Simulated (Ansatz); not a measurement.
Consider the following.

```xyz
2
Lattice="0.0455 3.1841 3.1841 3.1841 0.0455 3.1841 3.2296 3.2296 0.0000" Properties=species:S:1:pos:R:3 pbc="T T T"
Mg     0.0000     0.0000     0.0180
Te     1.6148     1.6148     1.5740
```

No spin polarisation.

Level of theory: Ansatz (a first-principles code), LDA, PAW, cutoff 420 eV, no SOC. k-mesh 9×9×9 (Γ-centred); smearing 0.05 eV (Fermi–Dirac).

Question: Predict the valence-band top at Γ, gap character and stress.

Answer: The valence-band top at Γ (three highest levels, from the VBM) is 0.00, -0.10, -0.18 eV, the gap character comes out as direct at Γ and the stress (xx, yy, zz, yz, xz, xy; compression positive) is (0.01, 0.01, -0.01, 0.00, 0.00, -0.50) GPa.

With Te present, leaving out spin-orbit coupling can change the band edges. The cells carry an imposed strain or load. No phonon test of stability was made. The cell was made from MgTe in the zinc blende structure (space group F-43m, No. 216) by this change: tensor shear ε_xy = +1.43 %.
